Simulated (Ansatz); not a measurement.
System: fluorite PbF₂ (high-temperature phase). Method: r²SCAN+rVV10 (Ansatz, an electronic-structure program, plane waves, PAW).

Numerical settings: plane-wave cutoff 560 eV, 10×10×10 k mesh, Fermi–Dirac smearing 0.01 eV, scalar-relativistic PAW data made under PBE.

Properties against volume:

```
V (Å³/atom)  P (GPa)  direct gap at Γ (eV)  smallest gap on the k mesh (eV)
-----------  -------  --------------------  -------------------------------
16.020          5.79                10.044                            4.839
16.361          3.63                 9.881                            4.865
16.702          1.71                 9.722                            4.879
17.043          0.00                 9.567                            4.890
17.384         -1.53                 9.416                            4.898
17.724         -2.90                 9.268                            4.902
18.065         -4.11                 9.124                            4.904
```

The fundamental gap (4.88 eV at the equilibrium volume, with added k points) lies elsewhere than Γ–Γ.

Spin–orbit coupling is not included; with these elements it can move the gap by several tenths of an eV or more.
